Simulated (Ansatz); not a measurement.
A self-consistent single point of LuBr3 (P3m1, 8 atoms in the cell) with Ansatz (a first-principles code).

Level of theory: PBEsol, default PAW files made with PBE (plane waves; Ansatz).

The change in words: lattice scaled by 0.98; kpoints.mp_grid.grid: 2 2 5 → 4 4 9. Reference geometry:
```
CELL_PARAMETERS angstrom
     10.17123     0.00000     0.00000
     -5.08562     8.80855     0.00000
      0.00000     0.00000     3.64346
ATOMIC_POSITIONS crystal
  Lu 0.33333 0.66667 0.76372
  Lu 0.66667 0.33333 0.25000
  Br 0.21557 0.43115 0.25000
  Br 0.78443 0.56885 0.75000
  Br 0.78443 0.21557 0.75000
  Br 0.21557 0.78443 0.25000
  Br 0.56885 0.78443 0.25000
  Br 0.43115 0.21557 0.75000
```

Reference input (self-consistent single point, DFT, PBEsol, plane waves, default PAW files made with PBE): basis.ecutwfc = 30.9 Ry; kpoints.mp_grid.grid = 2 2 5; hamiltonian.xc = pbesol; hamiltonian.pseudopotentials = {kind: paw} (the program's default PAW files); scf.occupations.method = fixed. This run's input differs from it in these lines:

Ansatz 0.2 input:
```diff
@@ -3,5 +3,5 @@
   lattice:
-    - [10.17123200, 0.00000000, 0.00000000]
-    - [-5.08561600, 8.80854600, 0.00000000]
-    - [0.00000000, 0.00000000, 3.64345800]
+    - [9.96780700, 0.00000000, 0.00000000]
+    - [-4.98390400, 8.63237500, 0.00000000]
+    - [0.00000000, 0.00000000, 3.57058900]
   atoms:
@@ -18,3 +18,3 @@
 kpoints:
-  mp_grid: { grid: [2, 2, 5] }
+  mp_grid: { grid: [4, 4, 9] }
 hamiltonian:
```

The program printed (abridged):

```
SCF iter   1: F=—  HF=-45655.687556 eV  |F-HF|=—  |Δ(HF+E_count)|=         —  Δρ=2.51e-3  dr2=2.45e-2  ethr=1.77e-3  ⟨swp⟩=5.8  Hψ=5178  notcnv=0  defer=169
all-band conjugate gradients solve this SCF's bands
preconditioner: auto → Resta (q_TF=auto, 2.232 Å⁻¹)
SCF iter   2: F=—  HF=-45655.688082 eV  |F-HF|=—  |Δ(HF+E_count)|=   5.26e-4  Δρ=1.38e-3  dr2=7.53e-3  ethr=2.66e-5  ⟨swp⟩=2.9  Hψ=3012  notcnv=0  defer=192
   [... lines left out ...]
SCF iter   7: F=—  HF=-45655.689135 eV  |F-HF|=—  |Δ(HF+E_count)|=   8.33e-6  Δρ=1.88e-5  dr2=1.26e-6  ethr=7.94e-9  ⟨swp⟩=2.0  Hψ=2109  notcnv=0  defer=142
SCF iter   8: F=—  HF=-45655.689136 eV  |F-HF|=—  |Δ(HF+E_count)|=   7.21e-7  Δρ=6.69e-6  dr2=1.39e-7  ethr=1.37e-9  ⟨swp⟩=2.2  Hψ=2358  notcnv=0  defer=145
SCF iter   9: F=—  HF=-45655.689135 eV  |F-HF|=—  |Δ(HF+E_count)|=   6.92e-8  Δρ=4.10e-6  dr2=5.23e-8  ethr=1.09e-10  ⟨swp⟩=18.0  Hψ=11157  notcnv=0
SCF iter  10: F=-45655.689135 eV  HF=-45655.689135 eV  |F-HF|=6.01e-9  |Δ(HF+E_count)|=   1.50e-8  Δρ=1.45e-6  dr2=9.88e-9  ethr=5.69e-11  ⟨swp⟩=5.8  Hψ=5911  notcnv=0
SCF 1 converged in 10 iterations: F = -45655.689135 eV  dr2 = 9.88e-9
Free energy (F): -45655.689135 eV
Internal energy: -45655.689135 eV  (E = F + TS)
E sigma→0 (E₀):  -45655.689135 eV
Fermi energy:    1.858631 eV
--- Forces (eV/Å), atoms counted from 1 ---
  atom   1  Lu    -0.00000000     0.00000000    -0.34282911
  atom   2  Lu     0.00000000     0.00000000     0.00054343
  atom   3  Br     0.00000001    -0.40901663     0.11473392
  atom   4  Br    -0.00000001     0.39472267    -0.00063924
  atom   5  Br     0.34183987    -0.19736133    -0.00063924
  atom   6  Br    -0.35421880     0.20450831     0.11473392
  atom   7  Br     0.35421879     0.20450833     0.11473392
  atom   8  Br    -0.34183986    -0.19736135    -0.00063924
--- Stress (GPa, compression-positive) ---
        1.342342      -0.000000       0.000000
       -0.000000       1.342342       0.000000
        0.000000       0.000000       1.688112
  P = ⅓ Tr σ = 1.4576 GPa (14.576 kbar)
  The stress holds the Pulay correction. Without it, at fixed plane waves, as pw.x and ABINIT print it: P = 1.4360 GPa
```

The run converged in 10 iterations. Against the reference run the free energy rises by 4.5 meV/atom, the pressure goes from -0.59 to 1.46 GPa, the largest force goes from 0.240 to 0.425 eV/Å and the gap on the mesh goes from 2.892 to 2.830 eV.

The starting cell comes from a database of computed structures (which also holds hypothetical and non-ambient phases and stackings), without a prior relaxation at this level. Its lattice was rescaled by up to half a per cent. One atom was moved a little off its site on purpose. For this run, on top of that: lattice scaled by 0.98. Spin-orbit coupling is off. Ansatz's pressure includes its estimate of the finite-basis (Pulay) stress.

Cost on one core of a shared machine: roughly 40 s.
